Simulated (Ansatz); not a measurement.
Consider CuAu (space group P4/mmm, No. 123; relaxed with 0.1 eV smearing).

```
CELL_PARAMETERS angstrom
      2.86941     0.00000     0.00000
      0.00000     2.86941     0.00000
      0.00000     0.00000     3.64523
ATOMIC_POSITIONS crystal
  Cu 0.00000 0.00000 0.00000
  Au 0.50000 0.50000 0.50000
```

Cartesian axes are those of the cell as printed.

Calculations: PBE (Ansatz, a quantum-chemistry and plane-wave program; PAW; 420 eV plane waves; scalar-relativistic without spin-orbit coupling).

Modification: the cell is scaled by 1.0250 in all directions; the atoms relax in the strained cell.

Predict the stress tensor and what it implies for the stiffness.

Stress of the strained cell less that of the base (GPa, compression positive):
```
   -8.5     0.0     0.0
    0.0    -8.5     0.0
    0.0     0.0    -8.4
```

Then B = −ΔP/(ΔV/V₀) with ΔV/V₀ = 0.0769 gives secant stiffness values (nonlinear terms included at this strain): B (at held cell shape, above the free-shape value) ≈ 110 GPa.

As a check, the harmonic strain energy −½ V₀ Δσ:ε is 30 meV/atom; the computed energy rise is 33 meV/atom.

Whether these cells are dynamically stable was not tested. All final runs are without spin polarisation.
